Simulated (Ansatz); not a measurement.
Results of BLYP in Ansatz (plane waves, PAW) for AlCl3 (C2/m, No. 12).

Settings: plane-wave cutoff 520 eV, 8×8×6 k mesh (along the axes of the cell as run), Fermi–Dirac smearing 0.01 eV, scalar-relativistic PAW data made under PBE.

The cell has the measured lattice parameters. Conventional cell: a = 5.9140 Å, b = 10.2340 Å, c = 6.1480 Å, α = 90.00°, β = 108.25°, γ = 90.00°.

```
AlCl3
1.0
    5.11700     2.95700     0.00000
    5.11700    -2.95700     0.00000
    0.00000    -1.92533    -5.83875
Al Cl
2 6
Direct
  0.83380   0.83380   0.00000
  0.16620   0.16620   0.00000
  0.78530   0.21470   0.77370
  0.21470   0.78530   0.22630
  0.42689   0.93049   0.77520
  0.93049   0.42689   0.22480
  0.57311   0.06951   0.22480
  0.06951   0.57311   0.77520
```

Q: List the 30 lowest band energies at Γ above −25 eV (eV, relative to the valence band maximum), grouping those that round alike.

A: At Γ: -14.86, -13.64, -13.49, -13.48, -13.18, -13.16, -5.57, -4.58, -3.68, -3.55, -3.41, -3.10, -2.96, -1.95, -1.47, -1.37, -1.27, -1.00, -0.97, -0.41, -0.33, -0.23 (×2), -0.19, 5.48, 5.57, 7.26, 8.11, 8.68, 8.75.

Note: cell and atoms aren't relaxed at this level (pressure 5.2 GPa).

Ansatz is a quantum-chemistry and plane-wave program.
